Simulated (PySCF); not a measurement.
PySCF 2.14.0, R2SCAN/def2-svp, df: Cr(O)(S)(Br)(OH) ([O]=[Cr]([OH])(=[S])[Br]), 6 atoms. The geometry is a generated start, not checked to be a minimum at this level.

```json
{
  "task": "energy",
  "method": "r2scan",
  "basis": "def2-svp",
  "two_electron_scheme": "density fitting",
  "mol.max_memory": "3000 MB",
  "mf.max_cycle": "100",
  "mf.init_guess": "minao (default)",
  "mf.DIIS": "CDIIS (default)",
  "mf.conv_tol": "1e-09 (default)",
  "mf.grids.level": "3 (default)",
  "basis_functions": "114",
  "grid_points": "98184"
}
```

```xyz
6

Cr     0.3302     0.1280    -0.1419
O      1.5515    -0.0444    -1.0814
S      1.0940     0.4223     1.7613
Br    -0.5295     2.1587    -0.6448
O     -0.9143    -0.9660     0.0234
H     -1.5319    -1.6986     0.0834
```

Charge 0 and multiplicity 1 are set for this test and not shown to be the ground state.

One run each on 2 threads, 1 BLAS thread. Values of diis_space tried: 3, 5, 8 (default), 12, 20.

Question: Which value of diis_space needs the fewest Fock builds, and what happens away from it?

Answer: Fewest Fock builds, within one of each other: 8 (default) with 32, 12 with 32. The count rises to 47 at 5. The run ends without SCF convergence in 100 cycles at 3.

| diis_space | Fock builds | end |
|---|---|---|
| 3 | 101 | no convergence |
| 5 | 47 | same solution |
| 8 (default) | 32 | same solution |
| 12 | 32 | same solution |
| 20 | 39 | same solution |
